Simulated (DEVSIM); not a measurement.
System: Ni/Al2O3/n-In0.53Ga0.47As capacitor, at 400 K.

| layer (left to right) | material | thickness (nm) | Nd (cm⁻³) |
|---|---|---|---|
| 1 | Al2O3 | 24.0 | - |
| 2 | In0.53Ga0.47As | 13000 | 1.8e15 |

Metal gate on the left, work function 5.1 eV. Fixed charge at the semiconductor interface 1.3e11 cm⁻² (in units of +e); interface traps 6.8e11 cm⁻² eV⁻¹, uniform in energy, neutral level at 0.5 of the gap above the valence band.

This is a model device: material constants are rounded textbook-type values typed into the input, and sizes, dopings and lifetimes were drawn at random. Values at 300 K; Nc and Nv go as T^1.5, mobilities as T to minus their exponent, the gap by Varshni's rule with the affinity fixed.

```
parameter         Al2O3  In0.53Ga0.47As
----------------  -----  --------------
gap (eV)            6.8            0.74
affinity (eV)      1.35            4.51
permittivity          9            13.9
Nc (cm⁻³)             -          2.1e17
Nv (cm⁻³)             -          7.7e18
Varshni α (eV/K)      -         0.00035
Varshni β (K)         -             190
```

DEVSIM, 1D Poisson equation in equilibrium, Boltzmann statistics, complete ionisation; no quantum confinement or tunnelling. Metal contacts follow the ideal Schottky-Mott rule: no Fermi-level pinning, no interface dipoles.

Base results: flat-band voltage (V) 0.41; threshold voltage (band bending 2φF) (V) 0.07; minimum of the low-frequency capacitance (μF/cm²) 0.104.

### Question
What follows from this one change: fixed charge 1.3e+11 → 7.9e+11 cm^-2?

### Answer
flat-band voltage 0.41 → 0.09 V; threshold voltage (band bending 2φF) 0.07 → -0.25 V; minimum of the low-frequency capacitance little changed (0.105 μF/cm²).

### Question
What follows from this one change: interface trap density 6.8e+11 → 1e+11 cm^-2 eV^-1?

### Answer
flat-band voltage 0.41 → 0.36 V; threshold voltage (band bending 2φF) 0.07 → 0.08 V; minimum of the low-frequency capacitance 0.104 → 0.0513 μF/cm².
